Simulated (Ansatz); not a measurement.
Consider a periodic stack without vacuum, rock-salt TiN (1 1 1) on rock-salt MgO (1 1 1) (film strained to the substrate, faces as cut): substrate slab Mg6O5, film N4Ti4, surface cells [[0, -1], [1, -1]] and [[0, -1], [1, -1]], film strained by +0.2 and +0.2 %, faces Mg/Mg and N/Ti as cut (like faces can put a slab off its formula). Its start:

```xyz
19
Lattice="3.0078 0.0000 0.0384 1.5039 2.6048 0.0468 -0.0418 1.3622 24.8783" Properties=species:S:1:pos:R:3 pbc="T T T"
Mg     2.1417     0.6508     1.2737
Mg     3.6665     1.4908     3.8377
Mg     2.1372     2.3327     6.2691
Mg     2.0999     0.5675     8.7086
Mg     0.5564     1.4103    11.1494
Mg     2.0339     2.2651    13.6518
O      2.1759     2.3733     2.6159
O      2.1521     0.6100     5.0196
O      0.6159     1.4503     7.4517
O      2.0805     2.2908     9.9237
O      3.5482     3.1364    12.3910
N      0.5164     1.3866    14.9452
N      1.9987     2.2384    17.4004
N      3.4725     3.0834    19.8841
N      0.4345     1.3191    22.3152
Ti     3.5206     3.1195    16.1665
Ti     0.4808     1.3600    18.5707
Ti     1.9543     2.2027    21.0437
Ti     3.4328     3.0389    23.4235
```

The start was prepared with a machine-learned potential, and the result is one local minimum, with the in-plane cell held and forces under 0.04 eV/Å; the film can end far from its bulk form.

The numbers are results of PBE (plane waves to 420 eV, PAW; Ansatz, a quantum-chemistry and plane-wave program), not measurements. Scalar-relativistic, without spin–orbit coupling; the runs are not spin-polarised; PBE gaps are too small against experiment. Its k-point mesh 12×12×1, Fermi–Dirac width 0.05 eV.

Problem. Predict the relaxed interface.

Solution. The interface area is 7.8 Å², the period is 24.70 Å and the gaps between the outermost planes at the two interfaces comes out as 1.33 and 2.61 Å. The Mg–Ti contacts across the interfaces within 1.22 times the sum of covalent radii is 6, mean 3.09 Å. The Mg–N contacts across the interfaces within 1.22 times the sum of covalent radii comes out as 3, mean 2.19 Å, the estimate of the barrier is withheld, since the two interfaces are unlike and the slope of the mean potential energy in the substrate is +6.2 MV/cm × e.
